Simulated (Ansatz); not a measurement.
Structure of amorphous Ga26O36 (periodic cell):

```xyz
62
Lattice="9.2270 0.0000 0.0000 0.0000 9.2270 0.0000 0.0000 0.0000 9.2270" Properties=species:S:1:pos:R:3 pbc="T T T"
Ga     7.7532     0.1293     8.2381
Ga     6.8822     0.6929     1.9347
Ga     5.4744     3.1424     5.9572
Ga     0.5330     3.0408     8.6662
Ga     4.7736     7.8127     0.3197
Ga     0.9976     5.5885     6.1717
Ga     2.9457     2.2974     7.1262
Ga     7.2470     4.5577     8.4830
Ga     5.6983     4.2402     2.3055
Ga     5.0047     1.5262     3.2630
Ga     0.0761     7.7688     3.6122
Ga     4.2136     4.4519     8.9653
Ga     7.6285     0.2765     5.0960
Ga     2.8478     3.9616     4.3298
Ga     5.6174     7.4676     3.6195
Ga     2.4155     3.0655     1.6860
Ga     8.7319     2.1280     2.5026
Ga     7.2410     6.2439     6.1421
Ga     9.1839     6.5915     9.1550
Ga     4.9064     9.1941     6.3203
Ga     8.4026     2.8224     6.0285
Ga     1.4403     0.8028     5.0454
Ga     4.0431     6.2025     6.5482
Ga     1.8846     8.4279     7.9217
Ga     8.3125     5.3200     2.9131
Ga     2.8621     8.9859     2.0568
O      1.6278     8.8414     3.4162
O      1.3722     6.5376     7.7649
O      8.9136     4.6194     0.1287
O      3.0184     8.6585     0.2176
O      5.9573     3.8459     0.3167
O      9.1917     1.8693     4.4467
O      1.7098     0.8431     7.0177
O      0.0246     6.6632     2.0192
O      1.5224     3.9879     3.0674
O      7.5444     6.3858     8.0103
O      4.5975     6.2711     8.5192
O      8.3074     1.9616     7.8491
O      3.8745     4.3533     1.6228
O      5.5634     6.5667     5.3698
O      2.6531     5.6082     5.2831
O      0.0589     8.6099     5.3796
O      8.7387     6.0128     4.8239
O      4.8915     9.2010     4.4600
O      3.3201     1.5406     2.3798
O      0.0689     8.4904     8.8468
O      6.7789     8.7532     6.6749
O      0.6229     3.8186     6.7319
O      3.5343     8.0278     6.7872
O      4.2589     4.2629     6.9675
O      7.0368     4.2399     6.5428
O      2.5637     3.2421     8.7532
O      7.6008     3.6578     2.7362
O      6.8424     1.9768     5.2814
O      6.4338     5.9318     2.7429
O      4.4153     7.8239     2.1903
O      2.6822     2.3185     5.2401
O      4.8058     3.4566     4.0817
O      7.3582     8.4594     3.4917
O      0.8202     2.1873     1.1273
O      6.3763     8.9426     0.3247
O      4.7301     1.6770     7.0573
```

These are PBE, scalar-relativistic without spin-orbit coupling (plane waves to 420 eV, PAW; Ansatz, a first-principles code) values and carry that method's errors. The usual formal charges leave 6 electrons over, so the level spacing at the Fermi energy parts defect or band states and needn't be the band gap.

It comes from a melt-quench run on a machine-learned potential (CHGNet), relaxed afterwards by DFT. O atoms were pushed apart under 1.9 Å during the dynamics, to hinder bonds among them. The hot cell started wider than the set density and was brought back towards it in steps. It is the lowest in DFT energy of 2 quenches. It is a model cell: composition and starting density were chosen by hand, and all elements were melted together. No dispersion term was used. Its density started from a set value of 5.17 and ended at 5.05 g/cm³. The quench (nominally 280 K/ps over its main leg) was far faster than any real one, so the model tends to hold more defects than a real film. One small periodic cell is one sample of the glass; other quenches scatter about these values. The volume was free in the relaxation, at fixed shape. Stress components on the final sampling reach 2.2 GPa. On a 2×2×2 Γ-centred mesh force components of up to 0.21 eV/Å stay, since the relaxation ran on the zone centre alone.

Bonds are counted up to Ga-Ga 2.68 Å, Ga-O 2.44 Å, O-O 1.58 Å. Two cations that share two anions don't count as bonded, nor two that share one unless they lie closer than Ga-Ga 2.61 Å.

Question: Give the coordination numbers, mean bond lengths and angles.

Answer: 
The mean coordination of Ga by anions is 4.38 (1 with 2, 2 with 3, 9 with 4, 14 with 5); 4 close contacts or bonds to cations besides. The mean coordination of O comes out as 3.17 (1 with 2, 28 with 3, 7 with 4). The mean Ga-O bond is 1.964 Å (spread 0.092 Å, 114 counted) and the mean Ga-Ga close contact comes out as 2.428 Å (spread 0.019 Å, 2 counted). The bond angle at Ga comes out as mean 107.3°, spread 22.9° and the bond angle at O is mean 112.9°, spread 15.9°.

Question: List the pairs of like atoms that count as bonded by the rules above.

Answer: Ga2-Ga10 (2.45 Å), Ga2-Ga17 (2.41 Å).

Question: What Bader charges do the atoms carry, from a run on the zone centre alone?

Answer: Means (range): Ga +1.72 e (+0.71 to +1.88), O -1.24 e (-1.28 to -1.20).
| atom | charge (e) |
|---|---|
| Ga1 | +1.81 |
| Ga2 | +0.71 |
| Ga3 | +1.84 |
| Ga4 | +1.82 |
| Ga5 | +1.81 |
| Ga6 | +1.73 |
| Ga7 | +1.82 |
| Ga8 | +1.77 |
| Ga9 | +1.79 |
| Ga10 | +1.12 |
| Ga11 | +1.78 |
| Ga12 | +1.83 |
| Ga13 | +1.79 |
| Ga14 | +1.77 |
| Ga15 | +1.86 |
| Ga16 | +1.84 |
| Ga17 | +1.33 |
| Ga18 | +1.73 |
| Ga19 | +1.81 |
| Ga20 | +1.80 |
| Ga21 | +1.81 |
| Ga22 | +1.83 |
| Ga23 | +1.85 |
| Ga24 | +1.88 |
| Ga25 | +1.77 |
| Ga26 | +1.83 |
| O27 | -1.23 |
| O28 | -1.24 |
| O29 | -1.24 |
| O30 | -1.25 |
| O31 | -1.23 |
| O32 | -1.25 |
| O33 | -1.24 |
| O34 | -1.20 |
| O35 | -1.22 |
| O36 | -1.24 |
| O37 | -1.24 |
| O38 | -1.24 |
| O39 | -1.23 |
| O40 | -1.25 |
| O41 | -1.23 |
| O42 | -1.22 |
| O43 | -1.24 |
| O44 | -1.26 |
| O45 | -1.28 |
| O46 | -1.23 |
| O47 | -1.24 |
| O48 | -1.24 |
| O49 | -1.25 |
| O50 | -1.26 |
| O51 | -1.27 |
| O52 | -1.26 |
| O53 | -1.23 |
| O54 | -1.25 |
| O55 | -1.25 |
| O56 | -1.24 |
| O57 | -1.24 |
| O58 | -1.23 |
| O59 | -1.26 |
| O60 | -1.23 |
| O61 | -1.24 |
| O62 | -1.24 |
